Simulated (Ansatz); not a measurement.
The reference is MgTe in the wurtzite structure (space group P6_3mc, No. 186; a = 4.6085 Å, c = 7.5007 Å).

Modification: cell and atoms relaxed at a pressure of 7.5 GPa.

Levels (all Ansatz, an electronic-structure program, PAW): PBE (420 eV, no spin-orbit coupling); HSE06 (420 eV, no spin-orbit coupling); PBE+SOC (420 eV, spin-orbit coupling included).

One geometry, relaxed with PBE, under each level:

The valence-band top lists the three highest levels at Γ (Kramers pairs under SOC), from the VBM.

| level | band gap | lowest conduction level above the VBM at special points | valence-band top at Γ | pressure |
|---|---|---|---|---|
| PBE | 3.09 eV | M 3.10 eV; Γ 3.12 eV; L 3.28 eV | 0.00, -0.02, -0.02 eV | 7.50 GPa |
| HSE06 | 3.87 eV | M 3.87 eV; Γ 4.02 eV; L 4.07 eV | – | – |
| PBE+SOC | 2.82 eV | M 2.83 eV; Γ 2.85 eV; L 3.01 eV; K 3.02 eV | 0.00, -0.01, -0.61 eV | 7.50 GPa |

Single points use the geometry relaxed with PBE. The hybrid gap comes from the SCF mesh plus the semilocal run's edge points and a few special points and is an upper bound. Differences between runs with and without spin-orbit coupling are approximate. Spin-orbit coupling, missing from the scalar runs, can matter with Te. Load acts through the strain it causes; cell and atoms are relaxed under it. No phonon test of stability was made. Tetrahedral semiconductors of this kind turn to denser phases somewhere between about 1 and 50 GPa; those were not computed, so compressed cells here can lie past the real transition.
